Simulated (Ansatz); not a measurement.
BeS (F-43m) under hydrostatic pressure: band gap by r2SCAN with spin-orbit coupling, rigid bands (plane waves, PAW; Ansatz, a program for electronic structure). The unloaded cell, whose axes the loads refer to:

```
CELL_PARAMETERS angstrom
      0.00000     2.43429     2.43429
      2.43429     0.00000     2.43429
      2.43429     2.43429     0.00000
ATOMIC_POSITIONS crystal
  Be 0.00000 0.00000 0.00000
  S  0.75000 0.75000 0.75000
```

```csv
hydrostatic pressure (GPa),volume per atom (Å³),band gap (eV)
-2,14.74,3.61
0,14.43,?
2,14.14,3.52
5,13.76,3.45
10,13.22,3.35
```

Fit a straight line to band gap against the load over the rows given, and predict the row at 0 GPa.

The means are x̄ = 3.750 GPa and ȳ = 3.4825; Σ(x − x̄)(y − ȳ) = -1.667 and Σ(x − x̄)² = 76.75, so the slope is -21.7 meV per GPa, and the rows given lie within 5.3 meV of the line. At 0 GPa the line gives 3.56 eV; the calculation gives 3.56 eV, 0.11 % from it.

With all rows, what volume deformation potential dE_g/d ln V follows?

A line through E_g against ln V has the slope 2.4 eV, so the gap narrows under compression.

 Stresses and pressures are the targets of the relaxation. Gaps are resolved to about 0.01 eV. The structure type is held at every load. Geometry: cell and atoms relaxed with r2SCAN.
